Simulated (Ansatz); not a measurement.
A computed series for Sb: response to strain

Start from Sb (space group R-3m, No. 166; a = 4.326 Å, c = 11.339 Å (hexagonal axes); layered; relaxed with 0.1 eV smearing). Axes: x lies along a and z along c of the hexagonal cell.

Strains are applied to the cell and any free atomic positions relax; under biaxial strain the out-of-plane vector relaxes too.

All numbers come from r2SCAN+rVV10/PAW in Ansatz (a program for electronic structure), no spin-orbit coupling.

Candidates:
(a) uniaxial strain ε_xx = −4.17 %
(b) tensor shear ε_xy = −0.88 %
(c) biaxial strain +4.22 %, plane normal [001], relaxed out of plane
(d) uniaxial strain ε_xx = +2.13 %

Notes on the quantities. energy relative to the base: free energy F.

Problem. Order them by energy relative to the base, lowest first.

Solution. (b) tensor shear ε_xy = −0.88 % (+1.0 meV/atom), (d) uniaxial strain ε_xx = +2.13 % (+4.1 meV/atom), (a) uniaxial strain ε_xx = −4.17 % (+17 meV/atom), (c) biaxial strain +4.22 %, plane normal [001], relaxed out of plane (+32 meV/atom)

Stability against distortions was not tested.
